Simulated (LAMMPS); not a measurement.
MD from the melt across the composition of Ag (fcc) with a share x of Ag sites Au; each row has its own temperature.

Model: classical MD, pair style eam, the elements' _u3.eam files (universal-3 set of Foiles, Baskes and Daw); code LAMMPS.

| x | volume | state | enthalpy | self-diffusion coefficient of Ag (not corrected for cell size) | T (K) |
|---|---|---|---|---|---|
| 0.25 | 20.194 ± 0.004 Å³/atom | liquid | -2.5829 ± 0.0002 eV/atom | (4.38 ± 0.03) × 10^-5 cm²/s | 1450 |
| 0.5 | 19.671 ± 0.007 Å³/atom | liquid | -2.8610 ± 0.0007 eV/atom | (4.30 ± 0.05) × 10^-5 cm²/s | 1480 |
| 0.75 | 19.2904 ± 0.0010 Å³/atom | liquid | -3.1250 ± 0.0001 eV/atom | (4.47 ± 0.08) × 10^-5 cm²/s | 1510 |

Caution: a run this short can hold a crystal over, or a liquid under, the potential's own melting point, which these runs don't give.

States go by the mean squared displacement: a species diffuses where it passes 1.5 Å², still rises and gives D over 1e-6 cm²/s; a crystal has left its structure where atoms lie 0.35 Å off their sites on average or a cubic box changes its shape by 3 %, or the axial ratios of another lie 8 % off the starting cell's, which the potential's own relaxation can also do.

Errors of D are the spread over four groups of atoms in one short run; a floor of about 5 %, a picked value, is safer.

Errors shown are sampling errors alone.
